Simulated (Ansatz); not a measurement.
## Effect of x(B) = 0.25, 8 atoms, Cmmm on TiAl

Take TiAl (space group P4/mmm, No. 123; a = 2.797 Å, c = 4.032 Å) as the base.

The other end (x = 1) is TiB (space group P4/mmm, No. 123; a hypothetical phase, not in the database extracts checked): 10.33 Å³/atom, gap zero; this end may not be an ambient phase.

One thing is altered: a fraction x = 0.25 of the Al sites is given to B, ordered in a cell of 8 atoms (starting symmetry Cmmm) and fully relaxed.

Level of theory: Ansatz (a program for electronic structure), PBEsol, PAW, cutoff 420 eV, no SOC. k-mesh 10×10×12 (Γ-centred); smearing 0.05 eV (Fermi–Dirac), for the changed cell.

- Volume per atom = 14.34 Å³ (base 15.78 Å³)
- Density = 4.10 g/cm³ (base 3.94 g/cm³)
- Shortest interatomic distance = 263.1 pm (base 279.7 pm)
- Band gap = zero (base zero)
- Mixing energy = +0.13 eV/atom (to 0.01 eV only: unlike meshes or grids) (against an end that may be hypothetical)
- Deviation of the volume from the linear (Vegard-type) interpolation = -0.5 %

Final structure:

```
CELL_PARAMETERS angstrom
      2.75085    -5.51594     0.00000
      2.75085     5.51594     0.00000
      0.00000     0.00000     3.78013
ATOMIC_POSITIONS crystal
  Al 0.24846 0.75154 0.50000
  Al 0.75154 0.24846 0.50000
  Al 0.50000 0.50000 0.50000
  B  0.00000 0.00000 0.50000
  Ti 0.12141 0.35991 0.00000
  Ti 0.64009 0.87859 0.00000
  Ti 0.35991 0.12141 0.00000
  Ti 0.87859 0.64009 0.00000
```

Each cell is one ordered arrangement of few atoms, which overstates ordering effects compared with a random alloy. No phonon test of stability was made. All final runs are without spin polarisation. An odd electron count without spin: TiAl and TiB. Ti4Al3B has a high density of states at the Fermi level and may be magnetic at this level.
